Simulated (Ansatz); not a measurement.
TiAl3: point defects

Start from an 8-atom supercell of TiAl₃ (space group I4/mmm, No. 139) at its relaxed geometry.

```
CELL_PARAMETERS angstrom
     -3.84562     3.84562     0.00000
      1.92281     1.92281     4.30969
      1.92281     1.92281    -4.30969
ATOMIC_POSITIONS crystal
  Al 0.00000 0.50000 0.50000
  Al 0.50000 0.00000 0.00000
  Al 0.25000 0.50000 0.00000
  Al 0.75000 0.00000 0.50000
  Al 0.75000 0.50000 0.00000
  Al 0.25000 0.00000 0.50000
  Ti 0.00000 0.00000 0.00000
  Ti 0.50000 0.50000 0.50000
```

One neutral defect a cell, atoms relaxed at fixed cell.

The values are results of Ansatz (a first-principles code), PBE, PAW, cutoff 420 eV, no SOC, earlier PAW set, not measurements.

```json
[
 {"variant": "perfect supercell", "pressure": "0.0 GPa", "largest displacement of a host atom from its site in the perfect cell": "–"},
 {"variant": "Al interstitial (started 1.92 Å from the nearest host atom)", "pressure": "24.4 GPa", "largest displacement of a host atom from its site in the perfect cell": "1.10 Å"},
 {"variant": "H interstitial (started 1.81 Å from the nearest host atom)", "pressure": "1.5 GPa", "largest displacement of a host atom from its site in the perfect cell": "0.04 Å"},
 {"variant": "Ti vacancy", "pressure": "-0.8 GPa", "largest displacement of a host atom from its site in the perfect cell": "0.02 Å"},
 {"variant": "Al vacancy", "pressure": "-2.3 GPa", "largest displacement of a host atom from its site in the perfect cell": "0.01 Å"},
 {"variant": "Al interstitial (started 1.81 Å from the nearest host atom), symmetric start", "pressure": "24.4 GPa", "largest displacement of a host atom from its site in the perfect cell": "1.10 Å"}
]
```

The cell is small, so the values are those of an ordered compound at a high defect concentration; dilute-limit values will differ. Defects with a symmetric start kept the site's symmetry and may sit on a saddle; the others started slightly shaken. The final runs are not spin-polarised.
